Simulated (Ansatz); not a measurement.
RhB (P6₃/mmc, No. 194, 4 atoms in the cell; start mp-567164) was calculated with LDA (Ansatz, a quantum-chemistry and plane-wave program, PAW).

Run with plane-wave cutoff 520 eV, 18×18×14 k mesh (along the axes of the cell as run), Fermi–Dirac smearing 0.05 eV, no spin polarisation, scalar-relativistic PAW data made under PBE.

Cell (relaxed at this level):

```cif
data_B2Rh2
_chemical_formula_sum 'B2 Rh2'
_space_group_name_H-M_alt 'P 1'
_space_group_IT_number 1
_cell_length_a 3.33697
_cell_length_b 3.33697
_cell_length_c 4.05355
_cell_angle_alpha 90.000
_cell_angle_beta 90.000
_cell_angle_gamma 120.000
loop_
_space_group_symop_operation_xyz
  'x, y, z'
loop_
_atom_site_label
_atom_site_type_symbol
_atom_site_fract_x
_atom_site_fract_y
_atom_site_fract_z
_atom_site_occupancy
B1 B 0.00000 0.00000 0.00000 1
B2 B 0.00000 0.00000 0.50000 1
Rh1 Rh 0.66667 0.33333 0.75000 1
Rh2 Rh 0.33333 0.66667 0.25000 1
```

Problem. Estimate the bulk modulus B0 that the calculation returns.

Solution. 
bulk modulus B0: 314 GPa

Note: the run has no spin polarisation, so it can have missed a magnetic state; the bulk modulus is −V dP/dV from two relaxed cells at ±2 % in volume; the relaxation could not lower the start's symmetry, so the cell can be a saddle point above a distorted one.

The computed numbers hold no vibrational or temperature effects.

A start named mp-… is a Materials Project structure, which need not be a measured phase.
